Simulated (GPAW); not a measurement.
A relaxation of cell and atoms of IrW (P-6m2, 2 atoms in the cell) with GPAW.

Level of theory: LDA (Perdew-Wang 92), GPAW PAW datasets LDA (gpaw-data 1.0.1) (plane waves; GPAW).

```
IrW
1.0
    2.80608     0.00000     0.00000
   -1.40304     2.43014     0.00000
    0.00000     0.00000     4.48395
Ir W
1 1
Direct
  0.00000   0.00000   0.50000
  0.66667   0.33333   0.00000
```

Reference input (self-consistent single point, DFT LDA (Perdew-Wang 92), plane waves, GPAW PAW datasets LDA (gpaw-data 1.0.1)): mode = pw; ecut = 550 eV; xc = LDA; kpts = 11 11 6; mesh shift (steps) = 0 0 0; occupations.name = methfessel-paxton; occupations.width = 0.136 eV; occupations.order = 0; nbands = -10; convergence.density = 1e-05 e/electron; symmetry.symmorphic = false; symmetry.tolerance = 0.0005. This run's input differs from it in these lines:

```diff
@@ -1,2 +1,4 @@
 from ase import Atoms
+from ase.filters import FrechetCellFilter
+from ase.optimize import BFGS
 from ase.units import GPa
@@ -24,2 +26,10 @@
 
+target = FrechetCellFilter(atoms)
+
+opt = BFGS(target, logfile='-')
+converged = opt.run(fmax=0.03, steps=40)
+print('Relaxation converged:', converged)
+print('Cell:', atoms.cell.cellpar().round(4))
+print(atoms.get_scaled_positions().round(5))
+
 energy = atoms.get_potential_energy()
```

The program printed (abridged):

```
     iter     time        total  log10-change:
                         energy   eigst   dens
iter:   1 --:--:--   -24.395299
iter:   2 --:--:--   -24.332476   -1.53  -1.39
iter:   3 --:--:--   -24.069891   -2.07  -1.41
iter:   4 --:--:--   -23.984980   -2.78  -1.66
iter:   5 --:--:--   -24.011630   -2.32  -1.84
iter:   6 --:--:--   -24.002484   -2.77  -2.12
iter:   7 --:--:--   -23.985187   -3.42  -2.25
iter:   8 --:--:--   -23.984707   -4.44  -2.71
iter:   9 --:--:--   -23.983345c  -4.40  -2.79
iter:  10 --:--:--   -23.983356c  -5.82  -3.43
iter:  11 --:--:--   -23.983352c  -6.78  -3.67
iter:  12 --:--:--   -23.983332c  -6.20  -3.68
iter:  13 --:--:--   -23.983334c  -7.13  -3.86
iter:  14 --:--:--   -23.983331c  -7.08  -3.96
iter:  15 --:--:--   -23.983322c  -6.45  -4.04
iter:  16 --:--:--   -23.983321c  -7.92c -4.66
iter:  17 --:--:--   -23.983321c  -9.30c -4.73
iter:  18 --:--:--   -23.983321c  -8.71c -4.82
iter:  19 --:--:--   -23.983321c  -9.57c -5.36c
Converged after 19 iterations.

Dipole moment: (3.667284, -2.117308, -0.000000) |e|*Ang

Energy contributions relative to reference atoms: (reference = -922728.344175)

Kinetic:         -1.474955
Potential:       -1.366283
External:        +0.000000
XC:             -20.861701
Entropy (-ST):   -0.014821
Local:           -0.272971
SIC:             +0.000000
--------------------------
Free energy:    -23.990732
Extrapolated:   -23.983321

Showing only first 2 kpts
 Kpt  Band  Eigenvalues  Occupancy
  0    12     12.39899    2.00000
  0    13     12.39899    2.00000
  0    14     13.41085    1.99945
  0    15     13.41085    1.99945

  1    12     12.22790    2.00000
  1    13     12.22791    2.00000
  1    14     13.29867    2.00000
  1    15     13.72356    1.16049

Fermi level: 13.74304

No gap
   [... lines left out ...]
Atomic positions and initial magnetic moments
Free energy:    -24.078534
Fermi level: 14.46497
No gap
Atomic positions and initial magnetic moments
Free energy:    -24.089066
Fermi level: 14.85917
No gap
Atomic positions and initial magnetic moments
Free energy:    -24.089242
   [... lines left out ...]
     0.000000     0.000000    -0.000719

Forces in eV/Ang:
  0 Ir    0.00000    0.00000    0.00000
  1 W     0.00000   -0.00000   -0.00000

BFGS:    4 --:--:--      -24.089284        0.018114
Relaxation converged: True
Cell: [  2.753    2.753    4.4052  90.      90.     120.    ]
[[0.      0.      0.5    ]
 [0.66667 0.33333 0.     ]]
Energy (eV): -24.082092
Stress (GPa, Voigt): [ 0.2007  0.2007 -0.1152  0.      0.     -0.    ]
```

The run converged. GPAW prints stress with tension positive. 

Summary of the result:
| Quantity | Value |
|---|---|
| Free energy E − TS (from the program's reference atoms) | -24.0893 eV |
| Fermi level (on the code's own zero) | 14.83 eV |
| Pressure | -0.10 GPa |
| Final cell | a = b = 2.7530 Å, c = 4.4052 Å, α = β = 90.00°, γ = 120.00° |
| Final volume per atom | 14.46 Å³ |
| Relaxation steps | 4 |

The starting cell comes from a database of computed structures (which also holds hypothetical and non-ambient phases and stackings), without a prior relaxation at this level. Spin polarisation is off. The relaxation keeps the symmetry of its start, so its end need not be a minimum.

Cost on one core of a shared machine: roughly 2 min.
